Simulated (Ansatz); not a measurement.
Here is the system:

```xyz
3
Lattice="3.6042 0.0000 0.0000 -1.8021 3.1213 0.0000 0.0000 0.0000 5.5683" Properties=species:S:1:pos:R:3 pbc="T T T"
Zr     0.0000     0.0000     0.0000
S      0.0000     2.0809     1.4664
S      1.8021     1.0404     4.1018
```

No spin polarisation.

Calculations: PBE-D3(BJ) (Ansatz, a quantum-chemistry and plane-wave program, PAW, without spin-orbit coupling). Γ-centred 10×10×6 mesh, Fermi–Dirac width 0.05 eV.

Problem. Predict the band gap and valence-band top at Γ.

Solution. Band gap: 0.43 eV
Valence-band top at Γ (three highest levels, from the VBM): 0.00, -0.37, -0.37 eV

Load acts through the strain it causes; cell and atoms are relaxed under it. Whether these cells are dynamically stable was not tested. The cell was made from ZrS₂ in the CdI2 type structure (space group P-3m1, No. 164; layered, stacked along the Cartesian z axis) by this change: pressure 1.8 GPa.
